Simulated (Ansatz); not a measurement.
We look at the energy of the reaction as written. Reaction: 3/4 cell B + 1/4 SiH4 (gas) → cell A + 1/8 H2 (gas). The sign is products less reactants.

Cell A: a slab of Ru (hcp, P6₃/mmc) cut along (0001), 28 atoms, hexagonal cell of 4.71 Å (19.2 Å²), symmetry P31m within 0.02 Å, 17.4 Å thick under 16 Å of vacuum, in-plane vectors held at the crystal's; planes from bottom to top: Ru3 × 8 | Si | H3, its two faces unlike (dipole correction applied); added, foreign or displaced atoms, above the top plane: SiH3 bound through Si to 3 Ru at 2.50 Å; spin state with PBE: run without spin, k-point mesh 11×11×1.
```yaml
crystal:
  lattice:
    - [4.71453, 0.00000, 0.00000]
    - [2.35727, 4.08290, 0.00000]
    - [0.00000, 0.00000, 33.54690]
  atoms:
    - { symbol: Ru, position: [0.66663, 0.33333, 0.24182] }
    - { symbol: Ru, position: [0.00000, 0.00000, 0.30332] }
    - { symbol: Ru, position: [0.66669, 0.33333, 0.36753] }
    - { symbol: Ru, position: [0.00000, 0.00022, 0.43171] }
    - { symbol: Ru, position: [0.66661, 0.33333, 0.49570] }
    - { symbol: Ru, position: [0.00000, 0.99965, 0.55989] }
    - { symbol: Ru, position: [0.66784, 0.33333, 0.62389] }
    - { symbol: Ru, position: [0.00000, 0.99891, 0.68607] }
    - { symbol: Ru, position: [0.00000, 0.66670, 0.24182] }
    - { symbol: Ru, position: [0.33333, 0.33333, 0.30332] }
    - { symbol: Ru, position: [0.00000, 0.66664, 0.36753] }
    - { symbol: Ru, position: [0.33311, 0.33333, 0.43171] }
    - { symbol: Ru, position: [0.00000, 0.66673, 0.49570] }
    - { symbol: Ru, position: [0.33368, 0.33333, 0.55989] }
    - { symbol: Ru, position: [0.00000, 0.66549, 0.62389] }
    - { symbol: Ru, position: [0.33443, 0.33333, 0.68607] }
    - { symbol: Ru, position: [0.33337, 0.99997, 0.24182] }
    - { symbol: Ru, position: [0.66667, 0.66666, 0.30332] }
    - { symbol: Ru, position: [0.33331, 0.00002, 0.36753] }
    - { symbol: Ru, position: [0.66689, 0.66644, 0.43171] }
    - { symbol: Ru, position: [0.33339, 0.99994, 0.49570] }
    - { symbol: Ru, position: [0.66632, 0.66702, 0.55989] }
    - { symbol: Ru, position: [0.33216, 0.00118, 0.62389] }
    - { symbol: Ru, position: [0.66557, 0.66776, 0.68607] }
    - { symbol: Si, position: [0.00000, 0.33333, 0.74409] }
    - { symbol: H, position: [0.69563, 0.63770, 0.75920] }
    - { symbol: H, position: [0.00000, 0.02896, 0.75920] }
    - { symbol: H, position: [0.30437, 0.33333, 0.75920] }
```

Cell B: a slab of Ru (hcp, P6₃/mmc) cut along (0001), 36 atoms, hexagonal cell of 5.44 Å (25.7 Å²), symmetry P3m1 within 0.02 Å, 16.8 Å thick under 17 Å of vacuum, in-plane vectors held at the crystal's; planes from bottom to top: Ru4 × 8 | SiH3, its two faces unlike (dipole correction applied); added, foreign or displaced atoms, above the top plane: Si bound to 3 Ru at 2.50 Å; three times H bound to 1 Ru at 1.75 Å; spin state with PBE: run without spin, k-point mesh 8×8×1.
```yaml
crystal:
  lattice:
    - [5.44387, 0.00000, 0.00000]
    - [2.72194, 4.71453, 0.00000]
    - [0.00000, 0.00000, 33.54690]
  atoms:
    - { symbol: Ru, position: [0.83289, 0.33355, 0.24379] }
    - { symbol: Ru, position: [0.33355, 0.33355, 0.24379] }
    - { symbol: Ru, position: [0.83333, 0.83333, 0.24370] }
    - { symbol: Ru, position: [0.33355, 0.83289, 0.24379] }
    - { symbol: Ru, position: [0.00007, 0.00007, 0.30523] }
    - { symbol: Ru, position: [0.49986, 0.00007, 0.30523] }
    - { symbol: Ru, position: [0.00007, 0.49986, 0.30523] }
    - { symbol: Ru, position: [0.50000, 0.50000, 0.30522] }
    - { symbol: Ru, position: [0.83332, 0.33334, 0.36947] }
    - { symbol: Ru, position: [0.33334, 0.33334, 0.36947] }
    - { symbol: Ru, position: [0.83333, 0.83333, 0.36929] }
    - { symbol: Ru, position: [0.33334, 0.83332, 0.36947] }
    - { symbol: Ru, position: [0.00008, 0.00008, 0.43339] }
    - { symbol: Ru, position: [0.49984, 0.00008, 0.43339] }
    - { symbol: Ru, position: [0.00008, 0.49984, 0.43339] }
    - { symbol: Ru, position: [0.50000, 0.50000, 0.43318] }
    - { symbol: Ru, position: [0.83382, 0.33309, 0.49742] }
    - { symbol: Ru, position: [0.33309, 0.33309, 0.49742] }
    - { symbol: Ru, position: [0.83333, 0.83333, 0.49718] }
    - { symbol: Ru, position: [0.33309, 0.83382, 0.49742] }
    - { symbol: Ru, position: [0.00022, 0.00022, 0.56137] }
    - { symbol: Ru, position: [0.49955, 0.00022, 0.56137] }
    - { symbol: Ru, position: [0.00022, 0.49955, 0.56137] }
    - { symbol: Ru, position: [0.50000, 0.50000, 0.56103] }
    - { symbol: Ru, position: [0.83024, 0.33488, 0.62559] }
    - { symbol: Ru, position: [0.33488, 0.33488, 0.62559] }
    - { symbol: Ru, position: [0.83333, 0.83333, 0.62385] }
    - { symbol: Ru, position: [0.33488, 0.83024, 0.62559] }
    - { symbol: Ru, position: [0.99805, 0.99805, 0.68788] }
    - { symbol: Ru, position: [0.50390, 0.99805, 0.68788] }
    - { symbol: Ru, position: [0.99805, 0.50390, 0.68788] }
    - { symbol: Ru, position: [0.50000, 0.50000, 0.68693] }
    - { symbol: Si, position: [0.16667, 0.16667, 0.74522] }
    - { symbol: H, position: [0.98906, 0.52189, 0.74010] }
    - { symbol: H, position: [0.98906, 0.98906, 0.74010] }
    - { symbol: H, position: [0.52189, 0.98906, 0.74010] }
```

Reference: an isolated H2 molecule (singlet) in a box of 11 × 11 × 13 Å.

Reference: an isolated SiH4 molecule (singlet) in a box of 13 × 13 × 14 Å.

All numbers come from Ansatz (a first-principles code), plane waves with PAW, its default PAW set, cutoff 420 eV, 500 eV for r2SCAN. The structures are at rest with PBE, within the held lattices; other levels are single points on them. Neutral cells; Fermi-Dirac smearing of at most 0.10 eV in the solids, energies taken to zero width. The lattices are those relaxed with PBE, so at other levels the solids can be strained, which adds to the spread. Larger cells are relaxed from a start prepared with the learned potential CHGNet, on a coarser mesh till forces fall under 0.03 eV/Å, which some starts already meet. A dispersion term (D3(BJ), or D4 for r2SCAN) was computed beside these levels and is taken off wherever the name lacks it. The PAW files were made for PBE and serve at the other functionals too. Space groups of crystals are read within 0.01 Å. No zero-point or thermal terms. No structure search was made; lower ones may exist. No correction for cell size. The cells' k-point meshes differ in density, so the last digit is unsettled. Cell A has symmetry P31m within 0.02 Å and got no random move, so less symmetric positions, which may lie lower, weren't tried. Cell B has symmetry P3m1 within 0.02 Å and got no random move, so less symmetric positions, which may lie lower, weren't tried.

**Question.** Predict the value from PBE.

**Answer.** -0.11 eV, for 3/4 cell B + 1/4 SiH4 (gas) → cell A + 1/8 H2 (gas).

**Question.** List the value at the remaining levels and say how far they part.

**Answer.** 
```tsv
Functional	value (eV)	less PBE
r2SCAN	-0.18	-0.07
```

The levels shown span only 0.07 eV, too little to tell them apart.
